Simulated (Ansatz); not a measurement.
Defect: Ti-vacancy pair (Ti on one host Rh site, one Rh site vacant) in fcc Rh, neutral cell. Level of theory: PBE, PAW (plane waves to 420 eV; Ansatz, a first-principles code).

Cell of 32 host sites held at the relaxed PBE lattice; a 2×2×2 k-point mesh shifted by half a step; Fermi-Dirac width 0.10 eV, spin-restricted; finite-size errors left in. Energies are static. Forms of the defect that were not tried may lie lower.

Barriers: single points on a 4×4×4 k-point mesh shifted by half a step at the bands' geometries (they differ from the bands' own by up to 0.18 eV, and are uncertain by about as much).

A. Ti and the vacancy change places (Ti-vacancy distance between ideal sites 2.71 Å throughout); the atom moves 2.52 Å along (0.00, 0.46, 0.46) of the unit cell; the moving atom starts with neighbours 4 Rh at 2.66, 2 Rh at 2.71, 4 Rh at 2.75, Rh at 2.79 Å and ends with 4 Rh at 2.66, 2 Rh at 2.71, 4 Rh at 2.75, Rh at 2.79 Å; saddle order not checked, on a symmetry element.
B. a nearby Rh atom hops onto the vacant site (Ti-vacancy distance between ideal sites 2.71 Å throughout); the atom moves 2.69 Å along (-0.50, 0.50, 0.00) of the unit cell; the moving atom starts with neighbours 3 Rh at 2.69, 3 Rh at 2.71, 3 Rh at 2.72, Rh at 2.73; Ti at 2.66 Å and ends with 3 Rh at 2.69, 3 Rh at 2.71, 2 Rh at 2.72, 2 Rh at 2.72; Ti at 2.66 Å; saddle order not checked, on a symmetry element.

A band can be held on a symmetry element, so unchecked saddle points there may be too high.

Question: Order them by forward barrier (lowest first) at the level PBE, PAW.

Answer: A (1.04 eV), B (1.73 eV)
